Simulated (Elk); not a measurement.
Band structure of Os (P6_3/mmc, 4 atoms in the cell).

```
CELL_PARAMETERS angstrom
      2.75459     0.00000     0.00000
     -1.37729     2.38555     0.00000
      0.00000     0.00000     8.86291
ATOMIC_POSITIONS crystal
  Os 0.00000 0.00000 0.00000
  Os 0.00000 0.00000 0.50000
  Os 0.33333 0.66667 0.25000
  Os 0.66667 0.33333 0.75000
```

Level of theory: PBE, all-electron FP-LAPW, Elk's shipped species files, APW+lo basis with extra local orbitals in Elk.

Settings: xctype = 20; rgkmax = 7.5; stype = 0; swidth = 0.00367493 Ha; ngridk = 9 9 3; gmaxvr = 18 1/bohr; lmaxapw = 10; lmaxo = 8; nxlo = 2; lorbcnd = true; lradstp = 2; nrmtscf = 2; rmtscf = 0.86; lmaxi = 4.

The starting cell was generated: these elements placed on a structure prototype, without a prior relaxation; it need not be a known phase or ordering of this composition. Its lattice was rescaled by a random factor within 2.5 % of one. Spin-orbit coupling is off. Spin polarisation is off. Values depend on the basis (sphere radii, cutoffs, local orbitals), which need not be converged.

Levels in eV from the Fermi level, bands 57 to 64:
```
point     57     58     59     60     61     62     63     64
-----  -----  -----  -----  -----  -----  -----  -----  -----
Γ      -2.53  -2.39  -2.39  -0.82  -0.82  -0.22   0.01   0.01
M      -1.04   0.27   1.27   2.09   2.14   2.27   2.29   2.56
K      -1.37  -1.37   0.19   0.19   1.28   1.46   1.46   1.58
A      -2.74  -2.74  -2.01  -2.01  -0.34  -0.34  -0.34  -0.34
L      -0.86  -0.86   1.10   1.10   2.14   2.14   2.52   2.52
H      -1.33  -1.33  -0.30  -0.30   1.50   1.50   1.84   1.84
```

Bands cross the Fermi level along this path, so the cell is metallic at this level.
